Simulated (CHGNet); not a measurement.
**CsCl-type RuAl**

Computed with the machine-learned potential CHGNet-r²SCAN (trained on r²SCAN data).

Cell (relaxed at this level):

```
RuAl
1.0
    2.98322     0.00000     0.00000
    0.00000     2.98322     0.00000
    0.00000     0.00000     2.98322
Al Ru
1 1
Direct
  0.50000   0.50000   0.50000
  0.00000   0.00000   0.00000
```

```json
{
 "lattice_constant_a": "2.983 Å",
 "volume_per_atom": "13.27 Å³/atom"
}
```

Measured, for comparison: lattice constant a 2.992 Å (temperature not stated, copied from a table, unchecked, no zero-point or thermal correction; as tabulated in Acta Metallurgica 41, 863 (1993)). Computed (rounded) less measured: lattice constant a not scored (unchecked). A static lattice is as a rule a little smaller and stiffer than an uncorrected measurement, which narrows the difference in the lattice constant a and would widen misses of the other sign.

A machine-learned potential is trained on density-functional data: it inherits that level's misses and adds fitting errors of its own.

Note: the model gives imaginary modes for this phase (in the spectrum interpolated from a supercell).
